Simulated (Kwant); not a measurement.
Kwant, Hückel tight-binding model, one pz orbital an atom, one spin, coherent transport at 0 K. Conductance is in e²/h.

Device: π system c1ccc(cc1)-c1ccccc1 between two chain leads. The π system is taken as planar. Atoms are numbered from 0 in the order of the SMILES. Site energies (eV, carbon 0): [0.0, 0.0, 0.0, 0.0, 0.0, 0.0, 0.0, 0.0, 0.0, 0.0, 0.0, 0.0]. Bonds (i, j, β in eV): (0,1,-3) (1,2,-3) (2,3,-3) (3,4,-3) (4,5,-3) (3,6,-3) (6,7,-3) (7,8,-3) (8,9,-3) (9,10,-3) (10,11,-3) (5,0,-3) (11,6,-3). Leads: chains of hopping −4.5 eV, joined by −0.6 eV to atoms 1 and 7.

Site energies and bond integrals are typed Hückel values.

Sweep values stay those of the base run.

One input was changed, with this effect: transmission at E = 0 < 1e-12 → 0.00018.

Q: Which change was it?
(A) contacts moved from atoms [1, 7] to [2, 4]
(B) contacts moved from atoms [1, 7] to [0, 2]
(C) contacts moved from atoms [1, 7] to [1, 8]
(D) contacts moved from atoms [1, 7] to [2, 7]
(E) contacts moved from atoms [1, 7] to [1, 5]
(F) contacts moved from atoms [1, 7] to [0, 1]

A: D, contacts moved from atoms [1, 7] to [2, 7]
